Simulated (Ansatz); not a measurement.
The starting structures come from a database of crystals and need not be the phases stable at ambient conditions.

 Where the default PAW files enter, the runs use the earlier of Ansatz's two default sets.

Tunnelling through a barrier is set by its complex band structure: the current falls as exp(−2κd) with the smallest κ.

Data:

```xyz
12
Lattice="5.8357 0.0000 0.0000 0.0000 5.8933 0.0000 0.0000 -2.3062 5.4682" Properties=species:S:1:pos:R:3 pbc="T T T"
Fe     0.0022     0.9529     1.5919
Fe     5.8335     2.6342     3.8763
Fe     2.9201     3.7872     1.1422
Fe     2.9156    -0.2001     4.3260
As     3.7154    -0.0299     2.0647
As     2.1203     3.6170     3.4035
As     0.7976     4.7701     0.6694
As     5.0381    -1.1830     4.7988
Se     2.1531     1.6180     0.9761
Se     3.6826     1.9691     4.4922
Se     5.0709     3.1222     1.7580
Se     0.7648     0.4649     3.7102
```

Space group of this cell: P2_1/c. The cell is taken as given.

Transport runs along the normal of the first two printed cell vectors.

The gap is the functional's own. No spin-orbit coupling. Mid-gap values are interpolated on the energy grid.

Q: Compute, with r2SCAN in Ansatz (a first-principles code), the band gap and the smallest decay constant κ at mid-gap.

A: Gap 0.56 eV on a 6×6×6 mesh; κ = 0.195 1/Å, at (0.000, 0.333) of the in-plane reciprocal vectors. At the zone centre, at the nearest computed energy, the slowest state has κ = 0.24 1/Å.
